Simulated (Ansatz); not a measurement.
Terminations of the (111) surface of fcc Au, measured from the surface 'clean 1x1'. Atoms come from or go to: Al: fcc Al, Au: fcc Au, Cr: bcc Cr, antiferromagnetic, Fe: bcc Fe, ferromagnetic, Hf: hcp Hf, Ir: fcc Ir, Mg: hcp Mg, Mo: bcc Mo, Nb: bcc Nb, Pd: fcc Pd, Te: trigonal Te, Zr: hcp Zr. ΔE is the energy of forming the row's surface from that one (negative: more stable at these reservoirs); the vacuum level's shift is aligned on the shared bottom. No zero-point or thermal terms. These are constructed structures in small cells; real faces may alloy, dewet or reconstruct in larger ones, and not all known structures of the face are among them. Slabs of about 12 Å with all that they carry, Fermi-Dirac smearing of 0.1 eV. Bottom of the slabs: a bare face, its two planes held. Relaxed from the named starts with such symmetry as they have, on meshes of like density; energies extrapolated to zero smearing; no spin-orbit coupling, no U. Spin-polarised runs, if any, are marked in brackets, and their order is one that fits the cell; the others ran without spin. A dash marks a value that is undefined for that row (no clear gap, or no work function of a gapped slab) or was not read reliably on its mesh.

These are PBE (plane waves to 420 eV, PAW; Ansatz, a quantum-chemistry and plane-wave program) values and carry that method's errors.

| surface | atoms added per 1x1 | ΔE per 1x1 (eV) | shift of the vacuum level (eV) | work function (eV) |
|---|---|---|---|---|
| a pseudomorphic layer of Cr in the host's stacking [spin, 4.2 μB a cell] | +1 Cr | 1.47 | -0.94 | 4.23 |
| a layer of Nb in place of the second plane | -1 Au, +1 Nb | [?] | -0.83 | 4.34 |
| a layer of Pd in place of the second plane | -1 Au, +1 Pd | -0.13 | -0.03 | 5.14 |
| a layer of Fe in place of the second plane [spin, 3.1 μB a cell] | -1 Au, +1 Fe | [?] | -0.56 | 4.64 |
| a layer of Fe in place of the third plane [spin, 3.1 μB a cell] | -1 Au, +1 Fe | 0.43 | -0.09 | 5.11 |
| a pseudomorphic layer of Mg in the host's stacking | +1 Mg | -0.33 | -1.08 | 4.10 |
| a pseudomorphic layer of Zr in the host's stacking | +1 Zr | [?] | -0.79 | 4.39 |
| a layer of Al in place of the second plane | +1 Al, -1 Au | [?] | -0.35 | 4.81 |
| a layer of Mo in place of the second plane | -1 Au, +1 Mo | 0.80 | -0.65 | 4.53 |
| a layer of Ir in place of the second plane | -1 Au, +1 Ir | 1.07 | 0.12 | 5.27 |
| p(2x2) layer of Te, one a cell, on the site that continues the host's stacking | +0.25 Te | -0.17 | -0.55 | 4.63 |
| a pseudomorphic layer of Hf in the host's stacking | +1 Hf | 0.45 | -0.77 | 4.39 |

Q: Some entries are withheld; supply them.

A: 
- a layer of Nb in place of the second plane, ΔE per 1x1 (eV): -0.03
- a layer of Fe in place of the second plane [spin, 3.1 μB a cell], ΔE per 1x1 (eV): 0.46
- a pseudomorphic layer of Zr in the host's stacking, ΔE per 1x1 (eV): 0.28
- a layer of Al in place of the second plane, ΔE per 1x1 (eV): -0.60
